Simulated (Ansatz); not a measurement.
LaWN$_{3}$ (R3c), PBEsol, rigid bands in Ansatz (a program for electronic structure): N_c = 9.81e19 cm⁻³ at 300 K and an electron conductivity mass of 0.968 mₑ along y (a = (2.82, 1.63, 4.58) Å; b = (-2.82, 1.63, 4.58) Å; c = (0.00, -3.26, 4.58) Å).

### Question
For 1e17 electrons per cm³ at 300 K, place the Fermi level, estimate the Seebeck coefficient of a parabolic band with constant τ, and give mobility and conductivity for τ = 20 fs.

### Answer
The level lies k_BT ln(N_c/n) = 0.178 eV below the conduction-band minimum. S ≈ −(k_B/e)[ln(N_c/n) + 5/2] = -809 μV/K, against -788 μV/K from the full bands (mean over directions). μ = eτ/m = 36.3 cm²/(V·s) and σ = neμ = 0.582 S/cm. τ is assumed, not computed.

Band transport and this doping are assumed; polarons and phonon drag are left out. Spin-orbit coupling is left out; with 5d elements it also splits d-like band edges.

Computed structure with no diffraction record at hand here (it may be known, metastable or hypothetical): LaWN3 (R3c).
